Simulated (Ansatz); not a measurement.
## SnS (F-43m, No. 216, 2 atoms in the cell; start mp-10013; a measured phase of this formula has another space group)

Calculation: HSE06 in Ansatz (PAW).

Settings: plane-wave cutoff 460 eV, 8×8×8 k mesh, Fermi–Dirac smearing 0.01 eV, scalar-relativistic PAW data made under PBE.

Cell (relaxed with PBEsol):

```yaml
crystal:
  lattice:
    - [0.00000, 3.20936, 3.20936]
    - [3.20936, 0.00000, 3.20936]
    - [3.20936, 3.20936, 0.00000]
  atoms:
    - { symbol: Sn, position: [0.00000, 0.00000, 0.00000] }
    - { symbol: S, position: [0.25000, 0.25000, 0.25000] }
```

band gap: 0.35 eV (on the SCF k mesh)
smallest direct gap on the k points sampled: 1.06 eV
direct gap at Γ: 5.28 eV

Note: cell and atoms aren't relaxed at this level (pressure 1.4 GPa).

Spin–orbit coupling is not included.

Cost on a shared machine: very roughly 2.2 core-minutes.

A start named mp-… is a Materials Project structure, which need not be a measured phase.

Ansatz is a program for electronic structure.
